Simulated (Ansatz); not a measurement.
InP (F-43m), r2SCAN with spin-orbit coupling, rigid bands (Ansatz, a quantum-chemistry and plane-wave program): N_v = 2.51e19 cm⁻³ at 300 K and a hole conductivity mass of 0.567 mₑ.

Q: For 1e16 holes per cm³ at 300 K, place the Fermi level, estimate the Seebeck coefficient of a parabolic band with constant τ, and give mobility and conductivity for τ = 50 fs.

A: The level lies k_BT ln(N_v/p) = 0.202 eV above the valence-band maximum. S ≈ +(k_B/e)[ln(N_v/p) + 5/2] = 890 μV/K, against 911 μV/K from the full bands (mean over directions). μ = eτ/m = 155 cm²/(V·s) and σ = peμ = 0.248 S/cm. τ is assumed, not computed.

Band transport and this doping are assumed; polarons and phonon drag are left out.
